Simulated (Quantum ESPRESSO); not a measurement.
Worked example: self-consistent single point of AgBr (Fm-3m, 2 atoms in the cell) in Quantum ESPRESSO.

Level of theory: PBE, spin-orbit coupling, PseudoDojo fully relativistic norm-conserving (PBE) pseudopotentials (plane waves; Quantum ESPRESSO).

```xyz
2
Lattice="0.0000 2.9196 2.9196 2.9196 0.0000 2.9196 2.9196 2.9196 0.0000" Properties=species:S:1:pos:R:3 pbc="T T T"
Ag     0.0000     0.0000     0.0000
Br     2.9196     2.9196     2.9196
```

Reference input (self-consistent single point, DFT, PBE, plane waves, SSSP 1.1.2 efficiency (PBE) pseudopotentials): ecutwfc = 60 Ry; ecutrho = 480 Ry; occupations = fixed; potentials = {Ag: Ag_ONCV_PBE-1.0.oncvpsp.upf, Br: br_pbe_v1.4.uspp.F.UPF}; K_POINTS = automatic 8 8 8 0 0 0; nbnd = 17; conv_thr = 1e-10 Ry. This run's input differs from it in these lines:

```diff
@@ -12,6 +12,7 @@
   ntyp = 2
-  ecutwfc = 60
-  ecutrho = 480
+  ecutwfc = 85
   occupations = 'fixed'
-  nbnd = 17
+  nbnd = 34
+  noncolin = .true.
+  lspinorb = .true.
 /
@@ -21,4 +22,4 @@
 ATOMIC_SPECIES
-Ag   107.8682  Ag_ONCV_PBE-1.0.oncvpsp.upf
-Br    79.9040  br_pbe_v1.4.uspp.F.UPF
+Ag   107.8682  Ag.upf
+Br    79.9040  Br.upf
 ATOMIC_POSITIONS angstrom
```

Output, abridged:

```
     Self-consistent Calculation

     iteration #  1     ecut=    85.00 Ry     beta= 0.70

     Threshold (ethr) on eigenvalues was too large:
     Diagonalizing with lowered threshold

     total energy              =    -341.51397782 Ry
     estimated scf accuracy    <       0.02747477 Ry

     iteration #  2     ecut=    85.00 Ry     beta= 0.70

     total energy              =    -341.52152056 Ry
     estimated scf accuracy    <       0.02060419 Ry

     iteration #  3     ecut=    85.00 Ry     beta= 0.70

     total energy              =    -341.52605106 Ry
     estimated scf accuracy    <       0.00022186 Ry

   [... 4 blocks of this kind left out ...]

     iteration #  8     ecut=    85.00 Ry     beta= 0.70

     total energy              =    -341.52611171 Ry
     estimated scf accuracy    <          3.9E-10 Ry

     iteration #  9     ecut=    85.00 Ry     beta= 0.70
     End of self-consistent calculation

     highest occupied, lowest unoccupied level (ev):     7.4937    8.0951

!    total energy              =    -341.52611171 Ry
     estimated scf accuracy    <          4.9E-13 Ry

     convergence has been achieved in   9 iterations

     Forces acting on atoms (cartesian axes, Ry/au):

     atom    1 type  1   force =     0.00000000    0.00000000    0.00000000
     atom    2 type  2   force =     0.00000000    0.00000000    0.00000000

     Total force =     0.000000     Total SCF correction =     0.000000

          total   stress  (Ry/bohr**3)                   (kbar)     P=        0.28
   0.00000193  -0.00000000  -0.00000000            0.28       -0.00       -0.00
  -0.00000000   0.00000193  -0.00000000           -0.00        0.28       -0.00
  -0.00000000  -0.00000000   0.00000193           -0.00       -0.00        0.28

   JOB DONE.
```

The run converged in 9 iterations. Against the reference run the pressure moves little (0.04 to 0.03 GPa) and the gap on the mesh goes from 0.738 to 0.601 eV.

The starting cell comes from a database of computed structures (which also holds hypothetical and non-ambient phases and stackings), without a prior relaxation at this level. Its lattice was rescaled by a random factor within 2.5 % of one.

Cost on one core of a shared machine: roughly 3 min.
